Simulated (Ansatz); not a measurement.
Consider a 16-atom cell of (Ti,W)N started in the rock salt structure, site fractions Ti 0.500, W 0.500, short-range order -0.17 among the nearest mixed sites of the first mixed sublattice (0 is random, a negative value favours unlike neighbours), space group Imma at the end, an ordered arrangement that its symmetry holds. Its start:

```yaml
crystal:
  lattice:
    - [0.00311, 4.32385, 4.32318]
    - [4.32629, 0.00000, 4.32629]
    - [4.32318, 4.32385, 0.00311]
  atoms:
    - { symbol: W, position: [0.00000, 0.00000, 0.00000] }
    - { symbol: W, position: [0.00000, 0.00000, 0.50000] }
    - { symbol: Ti, position: [0.00000, 0.50000, 0.00000] }
    - { symbol: Ti, position: [0.00000, 0.50000, 0.50000] }
    - { symbol: Ti, position: [0.50000, 0.00000, 0.00000] }
    - { symbol: W, position: [0.50000, 0.00000, 0.50000] }
    - { symbol: W, position: [0.50000, 0.50000, 0.00000] }
    - { symbol: Ti, position: [0.50000, 0.50000, 0.50000] }
    - { symbol: N, position: [0.24537, 0.25463, 0.24537] }
    - { symbol: N, position: [0.25000, 0.25312, 0.75000] }
    - { symbol: N, position: [0.25463, 0.74537, 0.25463] }
    - { symbol: N, position: [0.25000, 0.73885, 0.75000] }
    - { symbol: N, position: [0.75000, 0.26115, 0.25000] }
    - { symbol: N, position: [0.74537, 0.25463, 0.74537] }
    - { symbol: N, position: [0.75000, 0.74688, 0.25000] }
    - { symbol: N, position: [0.75463, 0.74537, 0.75463] }
```

Computed with PBE (plane waves to 420 eV, PAW; Ansatz, a quantum-chemistry and plane-wave program). Scalar-relativistic, without spin–orbit coupling; the runs are not spin-polarised; with elements this heavy it can move edges by tenths of an eV. Its k-point mesh 5×5×5, Fermi–Dirac width 0.05 eV.

Problem. Predict the alloy's volume and bond lengths.

Solution. The volume per atom is 9.90 Å³, the N–W bonds (within 1.22 times the sum of covalent radii) is 2.162 Å on average, from 2.147 to 2.179 (24) and the N–Ti bonds (within 1.22 times the sum of covalent radii) is 2.132 Å on average, from 2.117 to 2.149 (24).
